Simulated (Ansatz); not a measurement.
Reference: LaPd₅ (P6/mmm), PBEsol, DFPT electron-phonon coupling, linearised Boltzmann equation (plane waves, PAW, scalar-relativistic; Ansatz, a quantum-chemistry and plane-wave program); geometry: relaxed with this functional, without spin-orbit coupling.

```cif
data_LaPd5
_chemical_formula_sum 'La1 Pd5'
_space_group_name_H-M_alt 'P 1'
_space_group_IT_number 1
_cell_length_a 5.30136
_cell_length_b 5.30136
_cell_length_c 4.42215
_cell_angle_alpha 90.000
_cell_angle_beta 90.000
_cell_angle_gamma 120.000
loop_
_space_group_symop_operation_xyz
  'x, y, z'
loop_
_atom_site_label
_atom_site_type_symbol
_atom_site_fract_x
_atom_site_fract_y
_atom_site_fract_z
_atom_site_occupancy
La1 La 0.00000 0.00000 0.00000 1
Pd1 Pd 0.00000 0.50000 0.50000 1
Pd2 Pd 0.50000 0.00000 0.50000 1
Pd3 Pd 0.50000 0.50000 0.50000 1
Pd4 Pd 0.33333 0.66667 0.00000 1
Pd5 Pd 0.66667 0.33333 0.00000 1
```

The resistivity at 300 K comes out as 38 μΩ·cm.

Problem. Swap La for Sr, keeping the structure type. How do these values move?

Solution. SrPd5 (P6/mmm): volume per atom 17.9 to 18.1 Å³; resistivity at 300 K falls (38 μΩ·cm to 18.7 μΩ·cm).

Moves up to 16 % count as about the same. Metals; harmonic phonons alone scatter; means over directions. Halving the electron mesh moves these values by up to 11 %; q meshes are mostly untested. Some of the runs warned that the eigensolver left states short of its tolerance. Spin-orbit coupling is left out.

Formula and space group known from diffraction (Crystallography Open Database), not checked to be the room-temperature form: SrPd5 (P6/mmm). Computed structure with no diffraction record at hand here (it may be known, metastable or hypothetical): LaPd5 (P6/mmm).
